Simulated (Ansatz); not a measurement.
Take Ir in the fcc (Cu type) structure (space group Fm-3m, No. 225; relaxed with 0.1 eV smearing) as the base.

```
CELL_PARAMETERS angstrom
      0.00000     1.92250     1.92250
      1.92250     0.00000     1.92250
      1.92250     1.92250     0.00000
ATOMIC_POSITIONS crystal
  Ir 0.00000 0.00000 0.00000
```

Cartesian axes are those of the cell as printed.

The values are results of r2SCAN (Ansatz, a quantum-chemistry and plane-wave program; PAW; 500 eV plane waves; no SOC), not measurements.

It is then changed as follows: a pure shear with ε_xy = ε_yx = 0.0200, atoms relaxed at fixed cell.

**Question.** What does the calculation give for the energy relative to the base after the change?

**Answer.** The energy rises by 20 meV/atom.

**Question.** What happens to the stress?

**Answer.** The stress (xx, yy, zz, yz, xz, xy; compression positive) amounts to (1.2, 1.2, 0.0, 0.0, 0.0, -11.1) GPa.

The cells carry an imposed strain or load. No phonon test of stability was made. The final runs are not spin-polarised.
